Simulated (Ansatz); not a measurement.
# B20 (FeSi-type) FeGe

Computed with r²SCAN (Ansatz, an electronic-structure program, PAW).

Run with plane-wave cutoff 500 eV, 8×8×8 k mesh, Fermi–Dirac smearing 0.05 eV, spin-polarised with parallel moments, scalar-relativistic PAW data made under PBE.

Cell (relaxed at this level):

```cif
data_Fe4Ge4
_chemical_formula_sum 'Fe4 Ge4'
_space_group_name_H-M_alt 'P213'
_space_group_IT_number 198
_space_group_name_Hall 'P 2ac 2ab 3'
_cell_length_a 4.71999
_cell_length_b 4.71999
_cell_length_c 4.71999
_cell_angle_alpha 90.000
_cell_angle_beta 90.000
_cell_angle_gamma 90.000
loop_
_atom_site_label
_atom_site_type_symbol
_atom_site_symmetry_multiplicity
_atom_site_Wyckoff_symbol
_atom_site_fract_x
_atom_site_fract_y
_atom_site_fract_z
_atom_site_occupancy
Fe1 Fe 4 a 0.13447 0.13447 0.13447 1
Ge1 Ge 4 a 0.84469 0.84469 0.84469 1
```

| Item | Value |
|---|---|
| magnetic moment (largest site, within a sphere) | 2.24 μB |

Note: the collinear magnetic order is the start's and need not be the measured one.

Moments are spin moments.
